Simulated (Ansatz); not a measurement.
Worked example: self-consistent single point of Ag3Te4P (P1, 8 atoms in the cell) in Ansatz (a first-principles code).

Method: PBE (plane waves, PAW; Ansatz).

```
Ag3Te4P
1.0
    6.52526     0.00000     0.00000
    0.00000     6.52526     0.00000
    0.00000     0.00000     6.52526
P Ag Te
1 3 4
Direct
  0.99676   0.99858   0.00043
  0.50158   0.00192   0.99908
  0.00243   0.99700   0.49476
  0.00377   0.50411   0.99753
  0.23753   0.23850   0.24023
  0.23649   0.76388   0.76127
  0.76229   0.23422   0.76564
  0.75916   0.76180   0.24106
```

Reference input (self-consistent single point, DFT, PBE, plane waves, default PAW files): basis.ecutwfc = 420 eV; kpoints.mp_grid.grid = 3 3 3; hamiltonian.xc = pbe; hamiltonian.pseudopotentials = {kind: paw} (the program's default PAW files); scf.occupations.method = methfessel_paxton; scf.occupations.width = 0.1 eV. This run's input differs from it in these lines:

```diff
@@ -25,4 +25,4 @@
   occupations:
-    method: methfessel_paxton
-    width: 0.1
+    method: fermi_dirac
+    width: 0.2
 output:
```

The program printed (abridged):

```
SCF iter   1: F=—  HF=-51446.164033 eV  |F-HF|=—  |Δ(HF+E_count)|=         —  Δρ=2.17e-3  dr2=3.84e-2  ethr=1.77e-3  ⟨swp⟩=7.6  Hψ=4723  notcnv=0  defer=7
all-band conjugate gradients solve this SCF's bands
preconditioner: auto → LDOS
SCF iter   2: F=—  HF=-51446.165656 eV  |F-HF|=—  |Δ(HF+E_count)|=   1.62e-3  Δρ=2.00e-3  dr2=2.08e-2  ethr=3.05e-5  ⟨swp⟩=3.0  Hψ=2081  notcnv=0  defer=8
   [... lines left out ...]
SCF iter   5: F=—  HF=-51446.160773 eV  |F-HF|=—  |Δ(HF+E_count)|=   4.00e-5  Δρ=3.52e-5  dr2=9.48e-6  ethr=4.60e-8  ⟨swp⟩=2.0  Hψ=1823  notcnv=0  defer=8
SCF iter   6: F=—  HF=-51446.160773 eV  |F-HF|=—  |Δ(HF+E_count)|=   3.78e-7  Δρ=2.14e-5  dr2=1.84e-6  ethr=7.52e-9  ⟨swp⟩=2.0  Hψ=1838  notcnv=0  defer=8
SCF iter   7: F=—  HF=-51446.160773 eV  |F-HF|=—  |Δ(HF+E_count)|=   4.58e-7  Δρ=4.90e-6  dr2=1.22e-7  ethr=1.46e-9  ⟨swp⟩=2.1  Hψ=1868  notcnv=0  defer=8
SCF iter   8: F=-51446.160773 eV  HF=-51446.160773 eV  |F-HF|=2.79e-9  |Δ(HF+E_count)|=   2.43e-8  Δρ=1.38e-6  dr2=8.44e-9  ethr=7.94e-11  ⟨swp⟩=12.4  Hψ=5422  notcnv=0
SCF 1 converged in 8 iterations: F = -51446.160773 eV  dr2 = 8.44e-9
Free energy (F): -51446.160773 eV
Internal energy: -51445.407321 eV  (E = F + TS)
E sigma→0 (E₀):  -51445.784047 eV
Entropy (-TS):   -0.753452 eV (-94.182 meV/atom)
Fermi energy:    6.388589 eV
--- Forces (eV/Å), atoms counted from 1 ---
  atom   1  P      0.09583500     0.01983706     0.07155563
  atom   2  Ag    -0.13042203    -0.05556218     0.08308019
  atom   3  Ag    -0.06975610     0.05521838     0.09310910
  atom   4  Ag    -0.08585840    -0.07903044     0.08262063
  atom   5  Te     0.03031970     0.05888578    -0.10408266
  atom   6  Te     0.10612152     0.00685712    -0.02470018
  atom   7  Te     0.10584156     0.12095051    -0.14633530
  atom   8  Te    -0.05207817    -0.12715731    -0.05524425
--- Stress (GPa, compression-positive) ---
        0.737361       0.209698      -0.068467
        0.209698       0.719763      -0.315734
       -0.068467      -0.315734       0.734736
  P = ⅓ Tr σ = 0.7306 GPa (7.306 kbar)
  The stress holds the Pulay correction. Without it, at fixed plane waves, as pw.x and ABINIT print it: P = 0.7018 GPa
```

The run converged in 8 iterations. Against the reference run the free energy falls by 66.8 meV/atom, the pressure goes from 0.44 to 0.73 GPa and the largest force goes from 0.192 to 0.217 eV/Å.

The starting cell was generated: these elements placed on a structure prototype, without a prior relaxation; it need not be a known phase or ordering of this composition. Its atoms were displaced at random from the sites of space group no. 215. Spin-orbit coupling is off. Ansatz's pressure includes its estimate of the finite-basis (Pulay) stress. The run gives no clean gap (levels at the Fermi energy touch, overlap or are partly filled at this smearing), which alone does not show that the compound is a metal.

Keys are those of Ansatz 0.2.
